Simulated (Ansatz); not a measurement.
Cubic perovskite KMgF3, treated with HSE06 in Ansatz (PAW).

Numerical settings: plane-wave cutoff 460 eV, 6×6×6 k mesh, Fermi–Dirac smearing 0.01 eV, scalar-relativistic PAW data made under PBE.

Response to compression and expansion:

| V (Å³/atom) | P (GPa) | direct gap at Γ (eV) | smallest gap on the k mesh (eV) |
|---|---|---|---|
| 12.187 | 4.37 | 10.196 | 9.892 |
| 12.508 | 2.11 | 9.981 | 9.677 |
| 12.828 | 0.14 | 9.776 | 9.474 |
| 13.063 | -1.15 | 9.633 | 9.332 |
| 13.470 | -3.09 | 9.396 | 9.098 |

The fundamental gap (9.46 eV at the equilibrium volume, on the SCF mesh) lies elsewhere than Γ–Γ.

Ansatz is a program for electronic structure.
